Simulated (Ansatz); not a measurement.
Base system: Zn in the hcp (Mg type) structure (space group P6_3/mmc, No. 194; a = 2.618 Å, c = 4.843 Å; relaxed with 0.1 eV smearing). Axes: x lies along a and z along c of the hexagonal cell.

Level of theory: r2SCAN (Ansatz, a quantum-chemistry and plane-wave program), no spin-orbit coupling.

Modification: strain tensor (xx, yy, zz, yz, xz, xy) = (+2.57, −1.25, +1.13, +1.60, −1.52, +0.10) %; the atoms relax in the strained cell.

Task: How does this affect the energy relative to the base?

Result: The energy grows by 11 meV/atom.

Task: What happens to the stress?

Result: The stress (xx, yy, zz, yz, xz, xy; compression positive) is (-4.5, 0.6, -1.2, -1.2, 1.1, -0.3) GPa.

No phonon test of stability was made.
